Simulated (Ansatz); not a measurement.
Cell and atoms of molten Hf12O33La6: The frame is taken from the liquid, at a set temperature of 3300 K (mean kinetic temperature of the stretch 3284 K), run with the CHGNet potential and a short-range wall. O atoms were pushed apart under 1.9 Å during the dynamics, to hinder bonds among them. The volume is set by the preparation, not predicted. It is a model cell: composition and starting density were chosen by hand, and all elements were melted together. The stretch lasted under a few ps.

```
Hf4La2O11
1.0
    8.94793     0.00000     0.00000
    0.00000     8.94793     0.00000
    0.00000     0.00000     8.94793
Hf O La
12 33 6
Direct
  0.35410   0.57407   0.55020
  0.40860   0.42238   0.19513
  0.58654   0.13809   0.03107
  0.20222   0.92051   0.56793
  0.55435   0.18027   0.52607
  0.87952   0.03115   0.38283
  0.83306   0.20358   0.72710
  0.10695   0.29703   0.48466
  0.87510   0.86483   0.07162
  0.17601   0.06668   0.07863
  0.23077   0.31935   0.87135
  0.09540   0.67008   0.28696
  0.74195   0.27689   0.05675
  0.98979   0.65824   0.94572
  0.12687   0.21793   0.29261
  0.67537   0.33950   0.63609
  0.96821   0.35687   0.73186
  0.48972   0.18425   0.26533
  0.53372   0.58815   0.18770
  0.80411   0.64943   0.65676
  0.58420   0.66319   0.86716
  0.23166   0.09065   0.86271
  0.04080   0.85864   0.38980
  0.04570   0.08581   0.59363
  0.56962   0.12453   0.75630
  0.88244   0.00369   0.88165
  0.11602   0.84352   0.13669
  0.26965   0.51435   0.79328
  0.75905   0.05060   0.57125
  0.03575   0.52570   0.43972
  0.41256   0.97853   0.51603
  0.29140   0.69681   0.38163
  0.93559   0.05675   0.15120
  0.19985   0.47082   0.16335
  0.63562   0.90432   0.07943
  0.39951   0.98922   0.04232
  0.76488   0.25848   0.35725
  0.73158   0.85772   0.33771
  0.27595   0.75763   0.71028
  0.04346   0.25321   0.96150
  0.26262   0.27702   0.62778
  0.34210   0.40242   0.41727
  0.84607   0.61807   0.12299
  0.41126   0.31382   0.01278
  0.53486   0.69153   0.56385
  0.76316   0.58939   0.43755
  0.77073   0.53479   0.86837
  0.28501   0.71710   0.93885
  0.64896   0.85759   0.75135
  0.92854   0.34285   0.16612
  0.51122   0.83246   0.25535
```

These are PBE, scalar-relativistic without spin-orbit coupling (plane waves to 420 eV, PAW; Ansatz, a program for electronic structure) values and carry that method's errors. Sampling: the zone centre alone; Fermi-Dirac width 0.1 eV; no spin polarisation.

What static pressure (without the ions' kinetic part) does the frame have on this sampling and cutoff?

7.19 GPa

List the forces that the calculation returns.


| atom | Fx | Fy | Fz |
|---|---|---|---|
| Hf1 | 0.27 | 0.46 | 4.70 |
| Hf2 | -0.35 | -2.61 | 3.91 |
| Hf3 | -3.83 | -2.04 | 0.05 |
| Hf4 | 1.70 | 0.15 | 0.69 |
| Hf5 | 0.00 | 0.32 | -0.50 |
| Hf6 | -0.30 | -0.08 | 0.48 |
| Hf7 | -0.26 | -3.88 | 1.91 |
| Hf8 | 0.63 | 2.23 | 4.27 |
| Hf9 | -0.67 | -3.02 | -3.52 |
| Hf10 | 0.62 | -0.20 | -0.93 |
| Hf11 | -0.69 | -1.49 | -3.09 |
| Hf12 | 0.67 | -1.52 | -2.72 |
| O13 | -2.30 | 0.57 | -3.27 |
| O14 | 1.73 | 2.55 | -2.00 |
| O15 | 0.68 | -2.90 | -1.86 |
| O16 | -0.44 | 1.04 | -0.84 |
| O17 | 1.68 | 1.62 | -2.15 |
| O18 | 0.75 | 0.36 | -0.32 |
| O19 | 0.82 | 0.84 | 0.15 |
| O20 | 0.86 | 1.84 | -0.51 |
| O21 | -3.02 | 1.17 | 1.26 |
| O22 | -0.42 | -1.24 | -0.03 |
| O23 | -0.14 | 1.23 | 2.87 |
| O24 | -0.96 | 0.12 | -1.91 |
| O25 | -0.02 | -0.47 | 2.38 |
| O26 | -1.75 | -1.10 | -0.31 |
| O27 | 1.23 | 1.10 | -1.94 |
| O28 | 1.08 | 0.67 | -1.28 |
| O29 | -1.17 | -0.13 | -1.27 |
| O30 | -0.51 | -1.58 | 0.34 |
| O31 | -1.11 | 0.85 | -0.13 |
| O32 | -0.59 | 1.54 | -0.06 |
| O33 | -0.13 | 0.47 | 2.73 |
| O34 | -1.07 | 2.74 | -1.01 |
| O35 | 4.90 | 2.07 | -3.99 |
| O36 | -2.61 | -0.50 | 1.62 |
| O37 | 1.47 | -1.53 | 1.36 |
| O38 | 4.01 | 1.13 | 1.09 |
| O39 | -1.44 | 3.03 | -4.10 |
| O40 | 0.56 | -0.11 | 2.50 |
| O41 | 1.26 | -0.27 | 1.54 |
| O42 | 1.19 | -0.27 | -0.77 |
| O43 | -0.44 | 0.55 | 4.94 |
| O44 | 0.62 | -2.05 | -2.99 |
| O45 | -0.19 | -1.37 | -1.78 |
| La46 | -1.08 | -1.01 | 0.46 |
| La47 | 2.66 | -2.88 | 1.30 |
| La48 | -0.87 | -0.64 | 1.14 |
| La49 | -0.44 | 1.11 | -1.67 |
| La50 | 1.84 | 2.73 | 0.90 |
| La51 | -4.42 | 0.39 | 2.32 |
(forces in eV/Å)
